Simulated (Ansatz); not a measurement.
## Response to strain in MoSi2

Consider MoSi2 (space group I4/mmm, No. 139; a = 3.190 Å, c = 7.822 Å; relaxed with 0.1 eV smearing). Axes: x, y, z lie along a, b, c of the conventional cell.

Strains are applied to the cell and any free atomic positions relax.

Level of theory: PBEsol, PAW, 420 eV (Ansatz, an electronic-structure program; no spin-orbit coupling).

Candidates:
(a) uniaxial strain ε_zz = +0.50 %
(b) uniaxial strain ε_zz = +2.50 %
(c) uniaxial strain ε_zz = +2.00 %
(d) uniaxial strain ε_zz = −3.00 %

Notes on the quantities. energy relative to the base: free energy F.

Order them by energy relative to the base, highest first.

(d) uniaxial strain ε_zz = −3.00 % (+21 meV/atom), (b) uniaxial strain ε_zz = +2.50 % (+12 meV/atom), (c) uniaxial strain ε_zz = +2.00 % (+8.1 meV/atom), (a) uniaxial strain ε_zz = +0.50 % (+0.5 meV/atom)

Whether these cells are dynamically stable was not tested. The final runs are not spin-polarised.
